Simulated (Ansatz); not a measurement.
**Input and output of a self-consistent single point for TiSb (R3m, 2 atoms in the cell) (Ansatz, a first-principles code)**

Computed with revPBE, default PAW files made with PBE (plane waves; Ansatz).

Input:

Ansatz 0.2 input:
```yaml
# TiSb
crystal:
  lattice:
    - [2.054809, 1.186345, 3.516796]
    - [-2.054809, 1.186345, 3.516796]
    - [0.000000, -2.372689, 3.516796]
  atoms:
    - { symbol: Ti, position: [0.762400, 0.762400, 0.762400] }
    - { symbol: Sb, position: [0.237600, 0.237600, 0.237600] }
kpoints:
  mp_grid: { grid: [10, 10, 10] }
hamiltonian:
  xc: revpbe
  pseudopotentials: { kind: paw }
scf:
  occupations: { method: fermi_dirac, width: 0.1 eV }
output:
  forces: true
  eigenvalues: true
  stress: true
```

Log, with long lists cut:

```
WARN basis.ecutwfc = 420 eV, the default
WARN ansatz: RAYON_NUM_THREADS=1 ignored (pool sized by the plan → 1); use --threads N
Pseudopotentials: kind: paw
Pseudopotential: Ti, paw, valence charge 12
Pseudopotential: Sb, paw, valence charge 15
Crystal: 2 atoms, lattice volume = 51.438 Å³
Basis set: ecut = 420 eV, 995 PW (Γ), exchange–correlation on 60×60×60 points (8 copies of the dense FFT grid, shifted against one another)
Bands: 18, of which v1, the nominal top of the filled ones, is band 14 counted from 1 (13 counted from 0)
Symmetry: 6 space group operations
Space group: R3m (ITA 160), of the structure as read, at distance tolerance 3.7e-5 Å
k-points: 116 of 1000 (time reversal used)
PAW frozen core: Ti, regenerated for the run's functional, and the local potential with it
PAW frozen core: Sb, regenerated for the run's functional, and the local potential with it
Initial density: superposition of atomic densities (neutral atoms: chi_scale 0, normalization atom), corrected by the library's trained network
Initial wavefunctions: pseudopotential atomic-orbital guess
Eigensolver: davidson
Functional: x = revpbe(κ = 1.245, μ = 0.2195149727645171), c = pbe(β = 0.06672455060314922)
SCF iter   1: F=—  HF=-8993.766729 eV  |F-HF|=—  |Δ(HF+E_count)|=         —  Δρ=2.50e-3  dr2=2.69e-3  ethr=1.77e-3  ⟨swp⟩=5.4  Hψ=10384  notcnv=0
all-band conjugate gradients solve this SCF's bands
preconditioner: auto → Kerker (q_TF=auto, 2.450 Å⁻¹)
SCF iter   2: F=—  HF=-8993.766918 eV  |F-HF|=—  |Δ(HF+E_count)|=   1.90e-4  Δρ=1.38e-3  dr2=9.55e-4  ethr=9.96e-6  ⟨swp⟩=1.1  Hψ=3040  notcnv=0
SCF iter   3: F=—  HF=-8993.767195 eV  |F-HF|=—  |Δ(HF+E_count)|=   2.77e-4  Δρ=3.06e-4  dr2=6.79e-5  ethr=3.54e-6  ⟨swp⟩=2.1  Hψ=2483  notcnv=0
SCF iter   4: F=—  HF=-8993.767207 eV  |F-HF|=—  |Δ(HF+E_count)|=   1.15e-5  Δρ=9.20e-5  dr2=4.50e-6  ethr=2.51e-7  ⟨swp⟩=2.4  Hψ=3036  notcnv=0
SCF iter   5: F=—  HF=-8993.767208 eV  |F-HF|=—  |Δ(HF+E_count)|=   1.38e-6  Δρ=2.21e-5  dr2=2.79e-7  ethr=1.67e-8  ⟨swp⟩=2.4  Hψ=3268  notcnv=0
SCF iter   6: F=-8993.767208 eV  HF=-8993.767208 eV  |F-HF|=1.37e-8  |Δ(HF+E_count)|=   1.70e-7  Δρ=7.30e-6  dr2=3.18e-8  ethr=3.70e-10  ⟨swp⟩=5.4  Hψ=7735  notcnv=0
SCF 1 converged in 6 iterations: F = -8993.767208 eV  dr2 = 3.18e-8
SCF converged after 6 iterations
Free energy (F): -8993.767208 eV
Harris-Foulkes:  -8993.767208 eV  (|F-HF|=1.37e-8)
Internal energy: -8993.673078 eV  (E = F + TS)
E sigma→0 (E₀):  -8993.720143 eV
Entropy (-TS):   -0.094130 eV (-47.065 meV/atom)
Fermi energy:    10.370375 eV
--- Per-component energies (eV) ---
  E_band       = -362.394675
  E_kinetic    = 475.422638
  E_local      = -2551.096742  (includes V_loc(G=0)·N_el)
  E_nonlocal   = 372.346900
  E_hartree    = 1112.501655
  E_xc         = -234.238696
  E_vxc        = -215.534370  (∫ρ·V_xc dr)
  E_paw        = -5634.425403  (= ΣΔE_a)
  E_vpaw       = -668.538335  (= ΣTr[D̂ρ^β])
  E_aug_tail   = 0.000122  (compensation charges beyond the density's cutoff)
  E_ewald      = -2534.138845
  E_core_change = -0.044706  (= ΣΔE_core)
  E_smearing   = -0.094130  (= −TS)
  E_closure    = -0.000000  (closes the sum)
  Σ components = -8993.767208   (vs F -8993.767208, Δ=0.00e0)
--- Forces (eV/Å), atoms counted from 1 ---
  atom   1  Ti    -0.00000000    -0.00000004    -0.83243840
  atom   2  Sb     0.00000000     0.00000004     0.83242933
  max |Σ_I F_I| component: 9.07e-6 eV/Å
--- Stress (GPa, compression-positive) ---
       -5.730573       0.000000      -0.000000
        0.000000      -5.730573      -0.000000
       -0.000000      -0.000000      -7.923946
  P = ⅓ Tr σ = -6.4617 GPa (-64.617 kbar)
  The stress holds the Pulay correction. Without it, at fixed plane waves, as pw.x and ABINIT print it: P = -6.4862 GPa
--- Band table (eV; the first three rows and the last of 116) ---
  k-point 0: bands = ["-47.5478", "-23.7588", "-23.7446", "-23.7446", "-18.3546", "-18.3546", "-18.3298", "-18.3250", "-18.3250", "-0.3576", "9.6063", "9.8613", "9.8613", "10.2469", "10.2469", "11.3642", "11.7306", "11.7306"]
  k-point 1: bands = ["-47.5477", "-23.7594", "-23.7461", "-23.7452", "-18.3540", "-18.3539", "-18.3293", "-18.3248", "-18.3244", "-0.2475", "9.1508", "9.6324", "9.8256", "10.1583", "10.2300", "11.0082", "12.0048", "12.0905"]
  k-point 2: bands = ["-47.5475", "-23.7608", "-23.7499", "-23.7466", "-18.3525", "-18.3519", "-18.3280", "-18.3242", "-18.3229", "0.0698", "8.1526", "9.1284", "9.1765", "10.2516", "10.3742", "10.8285", "12.6490", "12.7588"]
  k-point 115: bands = ["-47.5472", "-23.7720", "-23.7492", "-23.7492", "-18.3471", "-18.3471", "-18.3271", "-18.3213", "-18.3213", "1.0871", "5.3305", "8.3301", "8.3301", "10.8468", "10.8468", "11.1023", "14.1532", "14.3494"]
```

The run converged in 6 iterations.

The starting cell was generated: these elements placed on a structure prototype, without a prior relaxation; it need not be a known phase or ordering of this composition. Spin-orbit coupling is off. Spin polarisation is off. With a pressure of about -6 GPa the cell is away from its equilibrium volume at this level. Ansatz's pressure includes its estimate of the finite-basis (Pulay) stress.
